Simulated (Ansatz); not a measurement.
The starting structures come from a database of crystals and need not be the phases stable at ambient conditions.

 Where the default PAW files enter, the runs use the earlier of Ansatz's two default sets.

The decay constant κ of evanescent states in the gap governs leakage through a thin film.

```
CsBr
1.0
    5.17749     0.00000     0.00000
    0.00000     5.17749     0.00000
    2.58874    -2.58874     3.66104
Cs Br
1 1
Direct
  0.00000   0.00000   0.00000
  0.50000   0.50000   0.00000
```

Space group of this cell: Fm-3m, rock salt. The cell is taken as given.

Transport runs along the normal of the first two printed cell vectors, the (001) plane of the conventional cell.

No gap correction and no spin-orbit coupling; mid-gap values are interpolated between computed energies.

Task: Compute, with r2SCAN (Ansatz, an electronic-structure program), the band gap and the smallest decay constant κ at mid-gap.

Result: Gap 4.90 eV on a 8×8×8 mesh; κ = 0.327 1/Å, at the zone centre.
